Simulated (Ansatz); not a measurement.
The starting structures come from a database of crystals and need not be the phases stable at ambient conditions.

Consider the following.

```xyz
4
Lattice="4.5062 0.0000 0.0000 0.0000 4.5062 0.0000 0.0000 0.0000 6.3488" Properties=species:S:1:pos:R:3 pbc="T T T"
Al     0.0000     0.0000     0.0000
In     2.2531     2.2531     3.1744
Sb     0.0000     2.2531     1.4816
Sb     2.2531     0.0000     4.8672
```

Space group of this cell: P-4m2. The cell is taken as given.

The current runs along the normal of the first two printed vectors, the (001) plane. All runs by Ansatz (a quantum-chemistry and plane-wave program), plane waves and PAW, without spin-orbit coupling; the base is r2SCAN.

```
run                                                     mean pressure (GPa)    gap (eV)  mid-gap κ (1/Å)
------------------------------------------------------  -------------------  ----------  ---------------
base                                                                   -0.1        0.94            0.071
all lengths scaled by 0.98                                              3.3  (withheld)       (withheld)
all lengths scaled by 1.02                                             -2.6        0.53            0.042
lda in place of r2scan                                                 -2.0  (withheld)       (withheld)
lengths along the current scaled by 0.97, ions clamped                  1.5        1.15            0.086
lengths along the current scaled by 1.03, ions clamped                 -1.5  (withheld)       (withheld)
pbesol in place of r2scan                                              -0.7        0.39            0.038
```

Problem. Fill in the missing entries.

Solution. 
- all lengths scaled by 0.98, gap (eV): 1.11
- all lengths scaled by 0.98, mid-gap κ (1/Å): 0.103
- lda in place of r2scan, gap (eV): 0.26
- lda in place of r2scan, mid-gap κ (1/Å): 0.028
- lengths along the current scaled by 1.03, ions clamped, gap (eV): 0.67
- lengths along the current scaled by 1.03, ions clamped, mid-gap κ (1/Å): 0.058
